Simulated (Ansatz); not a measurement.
**BaTiO3: response to strain**

Base system: BaTiO₃ in the cubic perovskite structure (space group Pm-3m, No. 221; a = 3.970 Å).

Strains are applied to the cell and any free atomic positions relax.

All numbers come from Kohn–Sham DFT with the PBEsol functional, run in Ansatz (a program for electronic structure) with PAW and 420 eV plane waves, spin-orbit coupling left out.

Notes on the quantities. energy relative to the base: free energy F.

```csv
change,gap character,band gap,pressure,energy relative to the base
base,"indirect, R → Γ",1.82 eV,-0.1 kbar,0 meV/atom
isotropic strain −3.00 %,direct at Γ,1.95 eV,202.1 kbar,+63 meV/atom
isotropic strain −2.40 %,direct at Γ,?,154.6 kbar,+40 meV/atom
isotropic strain −1.80 %,"indirect, R → Γ",1.92 eV,110.9 kbar,+22 meV/atom
isotropic strain −1.20 %,"indirect, R → Γ",?,?,+9.4 meV/atom
isotropic strain −0.60 %,"indirect, R → Γ",1.85 eV,33.8 kbar,+2.3 meV/atom
```

Task: Complete the table.

Result: 
- isotropic strain −2.40 %, band gap: 1.94 eV
- isotropic strain −1.20 %, band gap: 1.89 eV
- isotropic strain −1.20 %, pressure: 70.7 kbar

Stability against distortions was not tested. All final runs are without spin polarisation. Many cubic perovskites are stable only at high temperature; tilts and polar distortions were not tested. This is not the structure that BaTiO3 has at room temperature and ambient pressure.
